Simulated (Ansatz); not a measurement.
# fluorite-type CoSi2 (0 0 1) on silicon (0 0 1), half a monolayer of S at both interfaces (film strained to the substrate, faces as cut)

A periodic stack without vacuum, fluorite-type CoSi2 (0 0 1) on silicon (0 0 1), half a monolayer of S at both interfaces (film strained to the substrate, faces as cut): substrate slab Si24, film Co8Si16S2, surface cells [[-2, 0], [-1, -1]] and [[-2, 0], [-1, -1]], film strained by +2.1 and +2.1 %, faces Si/Si and Si/Co as cut (like faces can put a slab off its formula).

The start was prepared with a machine-learned potential, and the result is one local minimum, with the in-plane cell held and forces under 0.04 eV/Å; the film can end far from its bulk form.

Calculation: PBE (plane waves to 420 eV, PAW; Ansatz, a quantum-chemistry and plane-wave program). No spin–orbit coupling; the runs are not spin-polarised; PBE gaps are too small against experiment. Its k-point mesh 4×7×1, Fermi–Dirac width 0.05 eV.

The interface area is 29.9 Å², the period is 28.84 Å and the gaps between the outermost planes at the two interfaces is 0.40 and 0.95 Å. The S–Si contacts across the interfaces within 1.22 times the sum of covalent radii comes out as 3, mean 2.25 Å. The Co–Si contacts across the interfaces within 1.22 times the sum of covalent radii is 2, mean 2.26 Å. The Si–Si contacts across the interfaces within 1.22 times the sum of covalent radii comes out as 2, mean 2.43 Å and the estimate of the barrier is withheld, since the two interfaces are unlike. The slope of the mean potential energy in the substrate comes out as +1.8 MV/cm × e.

```yaml
crystal:
  lattice:
    - [7.73526, 0.00091, -0.12336]
    - [0.00004, 3.86780, 0.02479]
    - [-3.34694, 0.17338, 28.89597]
  atoms:
    - { symbol: Si, position: [0.53161, 0.89929, 0.05091] }
    - { symbol: Si, position: [0.01093, 0.92674, 0.04905] }
    - { symbol: Si, position: [0.25160, 0.92531, 0.00669] }
    - { symbol: Si, position: [0.74375, 0.90947, 0.99881] }
    - { symbol: Si, position: [0.83069, 0.40422, 0.14561] }
    - { symbol: Si, position: [0.32711, 0.40635, 0.14470] }
    - { symbol: Si, position: [0.55763, 0.39671, 0.09853] }
    - { symbol: Si, position: [0.05361, 0.42005, 0.09713] }
    - { symbol: Si, position: [0.62320, 0.89801, 0.23897] }
    - { symbol: Si, position: [0.12579, 0.89440, 0.24087] }
    - { symbol: Si, position: [0.34887, 0.90184, 0.19217] }
    - { symbol: Si, position: [0.85350, 0.90015, 0.19292] }
    - { symbol: Si, position: [0.91663, 0.38748, 0.33425] }
    - { symbol: Si, position: [0.42616, 0.38688, 0.33507] }
    - { symbol: Si, position: [0.64651, 0.39331, 0.28608] }
    - { symbol: Si, position: [0.14952, 0.39033, 0.28852] }
    - { symbol: Si, position: [0.72178, 0.87774, 0.43244] }
    - { symbol: Si, position: [0.21388, 0.87855, 0.42615] }
    - { symbol: Si, position: [0.44987, 0.88249, 0.38252] }
    - { symbol: Si, position: [0.93883, 0.88309, 0.38154] }
    - { symbol: Si, position: [0.03774, 0.37073, 0.52530] }
    - { symbol: Si, position: [0.52162, 0.36890, 0.52684] }
    - { symbol: Si, position: [0.75619, 0.37329, 0.48152] }
    - { symbol: Si, position: [0.24920, 0.37415, 0.47239] }
    - { symbol: Co, position: [0.70006, 0.84877, 0.74669] }
    - { symbol: Co, position: [0.20372, 0.84796, 0.74685] }
    - { symbol: Co, position: [0.90882, 0.35726, 0.65418] }
    - { symbol: Co, position: [0.40529, 0.35635, 0.65356] }
    - { symbol: Co, position: [0.78906, 0.82919, 0.92624] }
    - { symbol: Co, position: [0.27575, 0.84277, 0.92941] }
    - { symbol: Co, position: [0.99657, 0.33791, 0.83576] }
    - { symbol: Co, position: [0.49646, 0.34239, 0.84030] }
    - { symbol: Si, position: [0.43134, 0.85179, 0.70283] }
    - { symbol: Si, position: [0.93062, 0.85253, 0.70156] }
    - { symbol: Si, position: [0.67916, 0.35279, 0.70165] }
    - { symbol: Si, position: [0.17930, 0.35250, 0.70201] }
    - { symbol: Si, position: [0.63606, 0.35826, 0.60976] }
    - { symbol: Si, position: [0.12562, 0.35686, 0.60773] }
    - { symbol: Si, position: [0.35600, 0.85945, 0.61512] }
    - { symbol: Si, position: [0.86528, 0.86062, 0.61166] }
    - { symbol: Si, position: [0.51879, 0.83910, 0.88535] }
    - { symbol: Si, position: [0.01424, 0.83430, 0.88176] }
    - { symbol: Si, position: [0.77387, 0.33188, 0.88359] }
    - { symbol: Si, position: [0.26103, 0.34279, 0.88101] }
    - { symbol: Si, position: [0.71963, 0.34440, 0.79273] }
    - { symbol: Si, position: [0.22800, 0.34357, 0.79157] }
    - { symbol: Si, position: [0.47557, 0.84596, 0.79404] }
    - { symbol: Si, position: [0.97370, 0.84284, 0.79197] }
    - { symbol: S, position: [0.38369, 0.86720, 0.54076] }
    - { symbol: S, position: [0.34888, 0.35105, 0.96584] }
```
